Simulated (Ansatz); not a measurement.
Defect migration in bcc Mo: W-vacancy pair (W on one host Mo site, one Mo site vacant), neutral cell. Calculation: PBE, PAW (plane waves to 420 eV; Ansatz, a first-principles code).

Cell of 36 host sites held at the relaxed PBE lattice; a 2×2×3 k-point mesh shifted by half a step; Fermi-Dirac width 0.10 eV, spin-restricted; finite-size errors left in. Energies are static. Spin-orbit coupling is left out. Forms of the defect that were not tried may lie lower. The start lies 0.044 eV above the lowest site run (PBE).

Barriers: single points on a 3×3×5 k-point mesh shifted by half a step at the bands' geometries (they differ from the bands' own by up to 0.06 eV, and are uncertain by about as much).

Relaxed starting cell (atoms counted from 1):

```yaml
crystal:
  lattice:
    - [9.48245, 0.00000, 0.00000]
    - [0.00000, 9.48245, 0.00000]
    - [0.00000, 0.00000, 6.32164]
  atoms:
    - { symbol: W, position: [0.00045, 0.00120, 0.00352] }
    - { symbol: Mo, position: [0.00070, 0.00146, 0.49904] }
    - { symbol: Mo, position: [0.00059, 0.33182, 0.00386] }
    - { symbol: Mo, position: [0.00042, 0.33270, 0.49985] }
    - { symbol: Mo, position: [0.99979, 0.66681, 0.00147] }
    - { symbol: Mo, position: [0.99969, 0.66648, 0.50203] }
    - { symbol: Mo, position: [0.33106, 0.00134, 0.00390] }
    - { symbol: Mo, position: [0.33197, 0.00118, 0.49991] }
    - { symbol: Mo, position: [0.33179, 0.33253, 0.00370] }
    - { symbol: Mo, position: [0.33169, 0.33243, 0.49957] }
    - { symbol: Mo, position: [0.33234, 0.66673, 0.00148] }
    - { symbol: Mo, position: [0.33240, 0.66661, 0.50218] }
    - { symbol: Mo, position: [0.66607, 0.00055, 0.00147] }
    - { symbol: Mo, position: [0.66574, 0.00044, 0.50203] }
    - { symbol: Mo, position: [0.66598, 0.33311, 0.00149] }
    - { symbol: Mo, position: [0.66586, 0.33315, 0.50219] }
    - { symbol: Mo, position: [0.66597, 0.66671, 0.00330] }
    - { symbol: Mo, position: [0.66603, 0.66678, 0.50036] }
    - { symbol: Mo, position: [0.16603, 0.16677, 0.75146] }
    - { symbol: Mo, position: [0.16593, 0.49720, 0.25164] }
    - { symbol: Mo, position: [0.16596, 0.49857, 0.75174] }
    - { symbol: Mo, position: [0.16611, 0.83595, 0.25176] }
    - { symbol: Mo, position: [0.16599, 0.83465, 0.75145] }
    - { symbol: Mo, position: [0.49645, 0.16667, 0.25165] }
    - { symbol: Mo, position: [0.49781, 0.16673, 0.75174] }
    - { symbol: Mo, position: [0.49929, 0.50003, 0.25183] }
    - { symbol: Mo, position: [0.49801, 0.49876, 0.75166] }
    - { symbol: Mo, position: [0.49925, 0.83339, 0.25167] }
    - { symbol: Mo, position: [0.49790, 0.83470, 0.75172] }
    - { symbol: Mo, position: [0.83519, 0.16688, 0.25176] }
    - { symbol: Mo, position: [0.83389, 0.16675, 0.75144] }
    - { symbol: Mo, position: [0.83263, 0.50002, 0.25167] }
    - { symbol: Mo, position: [0.83396, 0.49864, 0.75171] }
    - { symbol: Mo, position: [0.83252, 0.83327, 0.25169] }
    - { symbol: Mo, position: [0.83370, 0.83445, 0.75139] }
```

End state 1 differs by these moves (Å; atoms that move under 0.08 Å are left out):

| atom | element | Δx | Δy | Δz |
|---|---|---|---|---|
| 1 | W | 1.56 | 1.56 | 1.56 |

Q: Predict the forward and backward barriers to end state 1 from PBE, PAW.

A: forward 1.35 eV, backward 1.35 eV; at the saddle point atom 1 has neighbours 4 Mo at 2.68, 2 Mo at 2.70, 3 Mo at 3.37, 3 Mo at 3.40 Å. The saddle point's order was not checked, and it lies on a symmetry element of the cell, where a band can be held.

End state 2 differs by these moves (Å; atoms that move under 0.08 Å are left out):

```tsv
atom	element	Δx	Δy	Δz
3	Mo	1.56	-1.55	1.55
```

Q: Estimate the forward and backward barriers to end state 2 that PBE, PAW returns for this input.

A: forward 1.13 eV, backward 1.17 eV; at the saddle point atom 3 has neighbours 2 Mo at 2.66, Mo at 2.68, Mo at 2.72, Mo at 2.75, 2 Mo at 3.22, Mo at 3.23; W at 2.72 Å. The saddle point's order was not checked.
